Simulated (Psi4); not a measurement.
Psi4 1.11, PBE/def2-svp: Ag(SH)(py) ([SH][Ag]<-[n]1ccccc1), 14 atoms. The geometry is a generated start, not checked to be a minimum at this level.

```json
{
  "task": "energy",
  "method": "pbe",
  "basis": "def2-svp",
  "memory": "3 GB",
  "maxiter": "100",
  "keys_of_the_molecule_block": "symmetry c1",
  "scf_type": "df (default)",
  "e_convergence": "1e-06 (default)",
  "d_convergence": "1e-06 (default)",
  "dft_radial_points": "75 (default)",
  "dft_spherical_points": "302 (default)",
  "effective_core_potentials": "those of the basis set, past Kr",
  "basis_functions": "163",
  "grid_points": "297778"
}
```

```xyz
14

Ag     0.8256     1.4180    -2.1371
S      1.4673     2.6175    -4.0178
H      2.7703     2.6139    -3.7665
C     -0.8402    -1.2317     1.8381
C     -0.8579    -1.7756     0.5630
C     -0.4036    -1.0086    -0.4957
N      0.0512     0.2325    -0.3488
C      0.0632     0.7531     0.8748
C     -0.3700     0.0629     1.9941
H     -1.1858    -1.8021     2.6876
H     -1.2160    -2.7784     0.3895
H     -0.4009    -1.3997    -1.5040
H      0.4346     1.7655     0.9586
H     -0.3378     0.5327     2.9641
```

Charge 0 and multiplicity 1 are set for this test and not shown to be the ground state.

With the defaults (diis = true, scf_initial_accelerator = adiis, damping_percentage = 0, diis_max_vecs = 10, guess = auto, which took SAD, level_shift = 0, level_shift_cutoff = 0.01, soscf = false, soscf_start_convergence = 0.01) it converges in 15 SCF iterations. One run each on 2 threads, with these changes:
- soscf = true, soscf_start_convergence = 0.1
- diis = false, scf_initial_accelerator = none, damping_percentage = 60
- soscf = true, soscf_start_convergence = 0.001
- level_shift = 0.1, level_shift_cutoff = 0.001
- diis_max_vecs = 6
- soscf = true
- level_shift = 0.5, level_shift_cutoff = 0.001
- scf_initial_accelerator = none
- guess = sapgau

Question: Name the settings that don't reach the solution of the defaults.

Answer: No convergence: diis = false, scf_initial_accelerator = none, damping_percentage = 60 (the run ends without SCF convergence in 100 iterations). The rest reach the solution of the defaults.

| setting | SCF iterations | JK calls | end |
|---|---|---|---|
| soscf = true, soscf_start_convergence = 0.001 | 11 | 22 | same solution |
| level_shift = 0.1, level_shift_cutoff = 0.001 | 13 | 14 | same solution |
| soscf = true | 13 | 49 | same solution |
| the defaults | 15 | 16 | same solution |
| diis_max_vecs = 6 | 15 | 16 | same solution |
| level_shift = 0.5, level_shift_cutoff = 0.001 | 15 | 16 | same solution |
| scf_initial_accelerator = none | 15 | 16 | same solution |
| soscf = true, soscf_start_convergence = 0.1 | 15 | 66 | same solution |
| guess = sapgau | 21 | 21 | same solution |
| diis = false, scf_initial_accelerator = none, damping_percentage = 60 | 100 | 101 | no convergence |

An SOSCF iteration holds several JK calls; a Hückel guess adds calls on atoms. 1 further run of the study ended by our limits or in an error and is left out.
